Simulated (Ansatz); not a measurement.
# A computed series for SnTe: pressure series

The reference is SnTe in the rock salt structure (space group Fm-3m, No. 225; a = 6.409 Å).

Cell and atoms are relaxed at each pressure.

All numbers come from Ansatz (a program for electronic structure) PBE, no SOC.

```tsv
pressure (GPa)	volume per atom (Å³/atom)
-2	34.807
-1	33.793
0	32.909
0.9	32.228
15	26.279
22.5	?
30	23.258
```

Task: Fit the third-order Birch–Murnaghan form P(V) = (3B₀/2)[(V₀/V)^(7/3) − (V₀/V)^(5/3)]·[1 + (3/4)(B₀′ − 4)((V₀/V)^(2/3) − 1)] (squares taken in P) to the rows shown and predict the withheld row.

Result: Least squares on the printed values gives V₀ = 32.928 Å³/atom, B₀ = 41.1 GPa, B₀′ = 4.2; this predicts 24.562 Å³/atom, and the run gives 24.552 Å³/atom, 0.010 lower.

Measured bulk modulus of SnTe: 37.8 GPa (temperature not stated; as listed in Cormac Toher et al., Physical Review Materials (2017)); the computed value is for a static lattice, so the two differ by thermal effects too.

Load acts through the strain it causes; cell and atoms are relaxed under it. Stability against distortions was not tested. No other phases were tried under pressure. All final runs are without spin polarisation.
